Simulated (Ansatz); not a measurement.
The starting structures come from a database of crystals and need not be the phases stable at ambient conditions.

Inside the gap of an insulator the Bloch states are evanescent, with a wavenumber k + iκ along the transport direction.

Given:

```yaml
crystal:
  lattice:
    - [5.27877, 0.00000, 0.00000]
    - [0.00000, 7.46530, 0.00000]
    - [0.00000, 3.73265, 3.65946]
  atoms:
    - { symbol: Sn, position: [0.50000, 0.00000, 0.50000] }
    - { symbol: Sn, position: [0.00000, 0.50000, 0.00000] }
    - { symbol: Sn, position: [0.50000, 0.50000, 0.50000] }
    - { symbol: Sn, position: [0.00000, 0.00000, 0.00000] }
    - { symbol: O, position: [0.16110, 0.66110, 0.50000] }
    - { symbol: O, position: [0.83890, 0.33890, 0.50000] }
    - { symbol: O, position: [0.66110, 0.83890, 0.00000] }
    - { symbol: O, position: [0.33890, 0.16110, 0.00000] }
    - { symbol: O, position: [0.83890, 0.16110, 0.17780] }
    - { symbol: O, position: [0.16110, 0.83890, 0.82220] }
    - { symbol: O, position: [0.33890, 0.33890, 0.32220] }
    - { symbol: O, position: [0.66110, 0.66110, 0.67780] }
```

Space group of this cell: P2_1/c. The cell is strained (lengths across the current scaled by 1.02, ions clamped); by r2SCAN its mean pressure is -15.7 GPa.

Transport runs along the normal of the first two printed cell vectors.

The gap is the functional's own, uncorrected, and κ follows it; spin-orbit coupling is left out. Mid-gap values are interpolated between the computed energies.

**Question.** Compute, with r2SCAN (Ansatz, a quantum-chemistry and plane-wave program), the band gap and the smallest decay constant κ at mid-gap.

**Answer.** Gap 0.67 eV on a 6×6×8 mesh; κ = 0.077 1/Å, at the zone centre.
